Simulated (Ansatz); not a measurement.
Model glasses of amorphous InGaZnO4, 66 to 70 atoms (In9Ga9Zn9O36 before any change). Each row is one cell at a composition chosen by hand, melted whole on the CHGNet potential with the anions pushed apart under 1.9 Å, quenched within some picoseconds, far faster than a real film, and relaxed with PBE, scalar-relativistic without spin-orbit coupling (plane waves to 420 eV, PAW; Ansatz, an electronic-structure program). Each is the lower in DFT energy of 2 quenches. Cycles of charging and discharging were tried on some cells ahead of these points, and a cell that came back lower was taken. The column on the box says what of it was relaxed with the atoms; held means as the quench left it. Cells that kept moments or hold spare charge are left out.

Formal charges balance in every cell, with the guest at the charge named. Neighbours are the O atoms within a cut-off of 1.2 times the sum of covalent radii (1.1 times for W, Nb, Sc); the radius is Shannon's ionic radius for that charge at the coordination found, taken on a straight line between listed coordinations where the table lacks it, averaged where a cell holds several guest atoms. The coordination is that of the cell taken. The cells ran without spin polarisation.

| guest | change of the cell | box | cut-off (Å) | O neighbours | ionic radius (Å) | mean guest-O distance (Å) |
|---|---|---|---|---|---|---|
| B3+ | +2 B, +3 O | volume and shape | 1.80 | 3, 3 | 0.01 | 1.39 |
| Al3+ | +2 Al, +3 O | volume and shape | 2.24 | 6, 4 | 0.46 | 1.89 |
| W6+ | +3 O, +1 W | volume and shape | 2.51 | 6 | 0.60 | 1.98 |
| Nb5+ | +2 Nb, +5 O | shape | 2.53 | 7, 6 | 0.66 | 2.06 |
| Sc3+ | +3 O, +2 Sc | shape | 2.60 | 6, 6 | 0.74 | withheld |
| Ag1+ | +2 Ag, +1 O | volume and shape | 2.53 | 4, 3 | 0.92 | 2.41 |
| Na1+ | +2 Na, +1 O | shape | 2.78 | 6, 5 | 1.01 | 2.55 |
| K1+ | +2 K, +1 O | shape | 3.23 | 8, 8 | 1.51 | 2.85 |

### Question
Fit a straight line of the last column on the one before it through the 7 full rows, and predict the withheld value for Sc3+.

### Answer
Means: x = 0.739, y = 2.161. Slope = Σ(Δx Δy) / Σ(Δx²) = 1.3525 / 1.3355 = 1.013; intercept = 2.161 − (1.013) × 0.739 = 1.412 Å; r.m.s. residual 0.065 Å. Prediction: 1.412 + (1.013) × 0.74 = 2.16 Å. The run gave 2.14 Å, a miss of 0.02 Å, within the residual.

### Question
What would hard spheres give for this line?

### Answer
A slope of 1 and an intercept at the radius of O2−, 1.35 Å for two neighbours to 1.40 Å for six in Shannon's table; the fit has 1.013 and 1.412 Å.
